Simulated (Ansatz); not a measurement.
Start from ZrO2 in the fluorite structure (space group Fm-3m, No. 225; a = 5.089 Å).

The values are results of DFT with r2SCAN, PAW potentials and a 500 eV plane-wave cutoff in Ansatz (a quantum-chemistry and plane-wave program), no spin-orbit coupling, not measurements.

Base values:

| Property | Result |
|---|---|
| Valley order | Γ 3.89 eV; X along ⟨100⟩ 4.29 eV; a point along ⟨110⟩, about 0.8 Å⁻¹ from Γ 4.29 eV; L along ⟨111⟩ 4.50 eV |
| Electron mass | 0.53, 2.1 mₑ (at Γ) |

One thing is altered: cell and atoms relaxed at a pressure of 22.5 GPa.

Q: Predict the new hole mass.

A: The hole mass amounts to 0.27 mₑ along k, 2.9 mₑ across (at X).

Q: Predict the new valley order.

A: The valley order (the lowest conduction-band minima on the path, energy above the VBM, named in the base's zone) becomes Γ 4.11 eV; a point along ⟨110⟩, about 0.9 Å⁻¹ from Γ 4.56 eV; X along ⟨100⟩ 4.59 eV; L along ⟨111⟩ 4.82 eV (base: Γ 3.89 eV; X along ⟨100⟩ 4.29 eV; a point along ⟨110⟩, about 0.8 Å⁻¹ from Γ 4.29 eV; L along ⟨111⟩ 4.50 eV).

Q: How does this affect the electron mass?

A: The electron mass (degenerate bands, along [100]) goes from 0.53, 2.1 mₑ (at Γ) to 0.47, 1.9 mₑ (at Γ).

The levels and masses belong to the bands next to the band gap. Load acts through the strain it causes; cell and atoms are relaxed under it. Effective masses come from finite differences of ±0.01 Å⁻¹. Along k means along the line from Γ to the band edge. Whether these cells are dynamically stable was not tested. No other phases were tried under pressure. This is not the structure that ZrO2 has at room temperature and ambient pressure.
